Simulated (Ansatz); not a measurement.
Consider MgO in the rock salt structure (space group Fm-3m, No. 225).

```xyz
2
Lattice="0.0000 2.1269 2.1269 2.1269 0.0000 2.1269 2.1269 2.1269 0.0000" Properties=species:S:1:pos:R:3 pbc="T T T"
Mg     0.0000     0.0000     0.0000
O      2.1269     2.1269     2.1269
```

The values are results of plane-wave PAW DFT at the PBE level (Ansatz, a program for electronic structure, 420 eV), no spin-orbit coupling, not measurements.

Base values:

| Property | Value |
|---|---|
| Band gap | 4.46 eV |

Modification: every lattice vector is stretched by 3.00 %, atoms relaxed at fixed cell.

Task: How does this affect the band gap?

Result: The band gap shrinks by 0.78 eV, from 4.46 eV to 3.68 eV.

The cells carry an imposed strain or load. Semilocal Kohn–Sham gaps tend to fall short of experiment. Stability against distortions was not tested.
